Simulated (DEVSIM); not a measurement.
Device: W/AlN/p-GaAs capacitor, at 400 K.

Layer 1 from the left is AlN, thickness (nm) 9.40. Layer 2 from the left is GaAs, thickness (nm) 410, Na (cm⁻³) 2.5e18.

Metal gate on the left, work function 4.6 eV. Fixed charge at the semiconductor interface -3.9e10 cm⁻² (in units of +e); no interface traps.

Constants are typed, rounded textbook-type inputs, not results; the design itself was drawn at random and stands for no fabricated device. Values at 300 K; Nc and Nv go as T^1.5, mobilities as T to minus their exponent, the gap by Varshni's rule with the affinity fixed.

AlN: gap (eV) 6.1, affinity (eV) 1.9, permittivity 8.5. GaAs: gap (eV) 1.424, affinity (eV) 4.07, permittivity 12.9, Nc (cm⁻³) 4.7e17, Nv (cm⁻³) 9e18, Varshni α (eV/K) 0.000541, Varshni β (K) 204.

DEVSIM, 1D Poisson equation in equilibrium, Boltzmann statistics, complete ionisation; no quantum confinement or tunnelling. Metal contacts follow the ideal Schottky-Mott rule: no Fermi-level pinning, no interface dipoles.

### Question
What does the simulation give for the flat-band voltage, the minimum of the low-frequency capacitance?

### Answer
flat-band voltage -0.78 V; minimum of the low-frequency capacitance 0.290 μF/cm².
